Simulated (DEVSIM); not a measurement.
Structure: Au/SiO2/p-Si capacitor, at 250 K.

Layer 1 from the left is SiO2, thickness (nm) 5.30. Layer 2 from the left is Si, thickness (nm) 6900, Na (cm⁻³) 6.9e15.

Metal gate on the left, work function 5.1 eV. Fixed charge at the semiconductor interface 0 cm⁻² (in units of +e); no interface traps.

The device is made up for the run: typed textbook-type constants, with dimensions and the other settings drawn at random. Values at 300 K; Nc and Nv go as T^1.5, mobilities as T to minus their exponent, the gap by Varshni's rule with the affinity fixed.

SiO2: gap (eV) 9, affinity (eV) 0.9, permittivity 3.9. Si: gap (eV) 1.124, affinity (eV) 4.05, permittivity 11.7, Nc (cm⁻³) 2.86e19, Nv (cm⁻³) 3.1e19, Varshni α (eV/K) 0.000473, Varshni β (K) 636.

**Question.** Estimate by hand the flat-band voltage, the threshold voltage, and compare with a numerical solution.

**Answer.** 
- Flat-band voltage: C = 0.652 μF/cm², work-function difference 0.089 V; VFB = φms − qNf/C = 0.09 V; numerical 0.09 V.
- Threshold voltage: φF = 0.394 V, depletion charge √(4εqNφF) = 4.25e-8 C/cm²; VT = VFB + 2φF + Qd/C = 0.94 V; numerical 0.94 V.

Model (solved in DEVSIM): 1D Poisson equation in equilibrium, Boltzmann statistics, complete ionisation; no quantum confinement or tunnelling. Metal contacts follow the ideal Schottky-Mott rule: no Fermi-level pinning, no interface dipoles.
